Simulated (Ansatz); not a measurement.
The parent structure is CdTe in the zinc blende structure (space group F-43m, No. 216; a = 6.558 Å). Axes: x, y, z lie along the cube axes.

Level of theory: r2SCAN/PAW in Ansatz (a quantum-chemistry and plane-wave program), no spin-orbit coupling.

Strains are applied to the cell and any free atomic positions relax.

One change was made to it. Results:

The energy goes up by 1.8 meV/atom; the valence-band top at Γ (three highest levels, from the VBM) becomes 0.00, -0.08, -0.15 eV (base: 0.00, 0.00, 0.00 eV); the valley order (the lowest conduction-band minima on the path, energy above the VBM, named in the base's zone) goes from Γ 1.17 eV; L along ⟨111⟩ 2.20 eV to Γ 1.08 eV; L along [1-1-1] 2.03 eV; L along [111] 2.23 eV.

Name the change that was made.
A. tensor shear ε_xy = +0.29 %
B. tensor shear ε_xy = +0.57 %
C. tensor shear ε_xy = +1.43 %
D. tensor shear ε_xy = +2.00 %

C, tensor shear ε_xy = +1.43 %. For comparison, the valley order in the other runs: tensor shear ε_xy = +2.00 % gives Γ 1.05 eV; L along [1-1-1] 1.96 eV; L along [111] 2.24 eV; tensor shear ε_xy = +0.29 % gives Γ 1.15 eV; L along [1-11] 2.17 eV; L along [11-1] 2.21 eV; tensor shear ε_xy = +0.57 % gives Γ 1.13 eV; L along [1-11] 2.13 eV; L along [11-1] 2.21 eV.

Spin-orbit coupling, missing from the scalar runs, can matter with Te. The levels and masses belong to the bands next to the band gap. Stability against distortions was not tested.
